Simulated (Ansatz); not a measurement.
The starting structures come from a database of crystals and need not be the phases stable at ambient conditions.

 Where the default PAW files enter, the runs use the earlier of Ansatz's two default sets.

The decay constant κ of evanescent states in the gap governs leakage through a thin film.

Given:

```
CELL_PARAMETERS angstrom
      5.68476     0.00000    -0.19281
     -2.84238     5.70519     0.09640
      0.48113     0.00000     6.27186
ATOMIC_POSITIONS crystal
  Zn 0.48545 0.05553 0.65046
  Zn 0.42992 0.94447 0.15046
  H  0.75670 0.94339 0.40222
  H  0.81331 0.05661 0.90222
  I  0.93066 0.59764 0.86023
  I  0.33302 0.40236 0.36023
  O  0.10786 0.89889 0.74862
  O  0.20897 0.10111 0.24862
  O  0.68981 0.64257 0.02437
  O  0.04724 0.35743 0.52437
  O  0.17101 0.62475 0.06435
  O  0.54626 0.37525 0.56435
  O  0.56614 0.88691 0.41776
  O  0.67923 0.11309 0.91776
```

Space group of this cell: Cc. The cell was relaxed by PBE-D3(BJ); by r2SCAN its mean pressure is -2.8 GPa.

Transport runs along the normal of the first two printed cell vectors.

The gap is the functional's own, uncorrected, and κ follows it; spin-orbit coupling is left out. Mid-gap values are interpolated between the computed energies.

Task: Predict the band gap and the smallest decay constant κ at mid-gap from r2SCAN (Ansatz, a first-principles code).

Result: Gap 3.83 eV on a 6×6×6 mesh; κ = 0.383 1/Å, at (0.000, 0.500) of the in-plane reciprocal vectors. At the zone centre, at the nearest computed energy, the slowest state has κ = 0.50 1/Å.
